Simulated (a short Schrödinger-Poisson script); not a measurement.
Stack: symmetric double-gate stack, Si3N4 on p-type Ge(100), at 300 K.

| layer | material | thickness (nm) | Na (cm⁻³) |
|---|---|---|---|
| 1 | Si3N4 | 2.9 | - |
| 2 | Ge | 5 | 1e17 |
| 3 | Si3N4 | 2.9 | - |

The device is made up for the run: typed textbook-type constants, with dimensions and the other settings drawn at random. Si3N4: permittivity 7.5, conduction-band edge (eV) 1.9, gap (eV) 5.1, electron mass (mₑ) 0.5. Ge: permittivity 16, conduction-band edge (eV) 0, gap (eV) 0.664, Nv at 300 K (cm⁻³) 6e18.

Channel valleys (confinement mass, in-plane density-of-states mass, number): L4 0.12, 0.295, 4. At the gates, both at one voltage, the conduction-band edge of layer 1 lies 1.99 eV − eVg above the Fermi level of the channel. Gaps are held at their typed values at every temperature. Mesh 0.03 nm at interfaces.

From a short Schrödinger-Poisson script (our own, NumPy): 1D Poisson equation in equilibrium, electrons quantum, Hartree (BenDaniel-Duke, 12 states a valley, the channel's in-plane mass for all, wave functions ending at the dielectric), parabolic valleys, classical holes, full ionisation, no traps, pinning or gate leakage.

The same stack at other levels of the model or other numerical settings:

| run | sheet density of all electrons at Vg = 0.8 V (cm⁻²) | sheet density of all electrons at Vg = 0.2 V (cm⁻²) | capacitance of both gates at Vg = 0.8 V (μF/cm²) | gate voltage at 1e11 electrons/cm² (V) | rough cost against the base |
|---|---|---|---|---|---|
| base | 1.31e13 | 1.06e12 | 3.47 | 0.10 | about 1 |
| electrons treated as classical, Boltzmann | 1.80e13 | 3.10e12 | 4.24 | -0.01 | 0.08 |
| electrons treated as classical, Fermi-Dirac | 1.68e13 | 2.97e12 | 3.87 | -0.01 | 0.2 |
| mesh six times as coarse | 1.31e13 | 1.06e12 | 3.47 | 0.10 | 0.3 |
| one subband a valley | 1.31e13 | 1.06e12 | 3.47 | 0.10 | 0.5 |

The classical rows ignore confinement, and Boltzmann statistics overrate the density once the band edge passes the Fermi level.

Only the L valleys are kept; under strong confinement the Δ valleys of Ge fill too.
